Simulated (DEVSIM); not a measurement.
Structure: Mo/Si3N4/n-Si capacitor, at 400 K.

Layer 1 from the left is Si3N4, thickness (nm) 22.0. Layer 2 from the left is Si, thickness (nm) 770, Nd (cm⁻³) 5.6e17.

Metal gate on the left, work function 4.6 eV. Fixed charge at the semiconductor interface 0 cm⁻² (in units of +e); no interface traps.

The device is made up for the run: typed textbook-type constants, with dimensions and the other settings drawn at random. Values at 300 K; Nc and Nv go as T^1.5, mobilities as T to minus their exponent, the gap by Varshni's rule with the affinity fixed.

Si3N4: gap (eV) 5.1, affinity (eV) 2.1, permittivity 7.5. Si: gap (eV) 1.124, affinity (eV) 4.05, permittivity 11.7, Nc (cm⁻³) 2.86e19, Nv (cm⁻³) 3.1e19, Varshni α (eV/K) 0.000473, Varshni β (K) 636.

DEVSIM, 1D Poisson equation in equilibrium, Boltzmann statistics, complete ionisation; no quantum confinement or tunnelling. Metal contacts follow the ideal Schottky-Mott rule: no Fermi-level pinning, no interface dipoles.

Question: What does the simulation give for the minimum of the low-frequency capacitance, the flat-band voltage?

Answer: minimum of the low-frequency capacitance 0.145 μF/cm²; flat-band voltage 0.40 V.
